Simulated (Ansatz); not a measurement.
Start from MgTe in the zinc blende structure (space group F-43m, No. 216; a = 6.438 Å).

Level of theory: PBEsol (Ansatz, a quantum-chemistry and plane-wave program, PAW, scalar-relativistic without spin-orbit coupling), earlier PAW set.

One change was made to it. Results:

```tsv
quantity	base	after
band gap	2.35 eV	2.52 eV
lattice parameter a	6.438 Å	5.937 Å
```

Q: Which of these changes matches the shifts?
A. Te → Se
B. Te → Sn
C. Te → Rh

A: A, Te → Se. For comparison, the band gap in the other runs: Te → Sn gives zero; Te → Rh gives zero.

Spin-orbit coupling, missing from the scalar runs, can matter with Te. Stability against distortions was not tested. As relaxed here, MgSn and MgRh are hypothetical phases, not in the database extracts checked. For MgSe in this form, whether it has been made was not checked. All final runs are without spin polarisation. MgRh has a high density of states at the Fermi level and may be magnetic at this level. This is not the structure that MgSe has at room temperature and ambient pressure.
